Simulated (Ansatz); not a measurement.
The reference is Y in the hcp (Mg type) structure (space group P6_3/mmc, No. 194; a = 3.6826 Å, c = 5.6985 Å). Axes: x lies along a and z along c of the hexagonal cell.

Computed with DFT with r2SCAN, PAW potentials and a 500 eV plane-wave cutoff in Ansatz (a program for electronic structure), without spin-orbit coupling.

Base values:

The shortest interatomic distance is 6.718 bohr and the pressure comes out as 0.0 GPa.

Perturbation: biaxial strain −0.72 %, plane normal [001], relaxed out of plane (Cartesian); in-plane vectors clamped, the third vector and the atoms free.

Problem. How does this affect the shortest interatomic distance?

Solution. The shortest interatomic distance is nearly the same (6.718 bohr against 6.716 bohr).

Problem. Predict the new pressure.

Solution. The pressure (mean of the normal stresses, compression positive) goes from zero to 0.5 GPa.

Whether these cells are dynamically stable was not tested. All final runs are without spin polarisation.
